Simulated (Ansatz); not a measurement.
The starting structures come from a database of crystals and need not be the phases stable at ambient conditions.

By LDA and PBEsol, the system below comes out a metal.

```
Mo2N
1.0
    2.88156     0.00000     0.00000
    1.44078     5.07079     0.00000
    1.44078     0.40937     2.46170
Mo N
2 1
Direct
  0.24289   0.27133   0.24289
  0.75711   0.72867   0.75711
  0.00000   0.00000   0.00000
```

Space group of this cell: R-3m. The cell is taken as given; by PBEsol its mean pressure is -7.0 GPa.

The current runs along the normal of the first two printed vectors, the (101) plane. All runs by Ansatz (a quantum-chemistry and plane-wave program), plane waves and PAW, without spin-orbit coupling; the base is PBEsol.

```
run                                                      mean pressure (GPa)  G/A, both spins (10¹⁵ S/m²)
-------------------------------------------------------  -------------------  ---------------------------
base                                                                    -7.0                         0.81
all lengths scaled by 0.98                                              14.4                            ?
all lengths scaled by 1.02                                             -22.9                         0.75
lda in place of pbesol                                                 -12.4                         0.81
lengths across the current scaled by 0.98, ions clamped                  6.8                            ?
lengths across the current scaled by 1.02, ions clamped                -18.1                            ?
lengths along the current scaled by 0.97, ions clamped                   3.2                         0.79
lengths along the current scaled by 1.03, ions clamped                 -15.2                         0.82
```

Problem. What belongs in the gaps?

Solution. 
- all lengths scaled by 0.98, G/A, both spins (10¹⁵ S/m²): 0.86
- lengths across the current scaled by 0.98, ions clamped, G/A, both spins (10¹⁵ S/m²): 0.88
- lengths across the current scaled by 1.02, ions clamped, G/A, both spins (10¹⁵ S/m²): 0.74
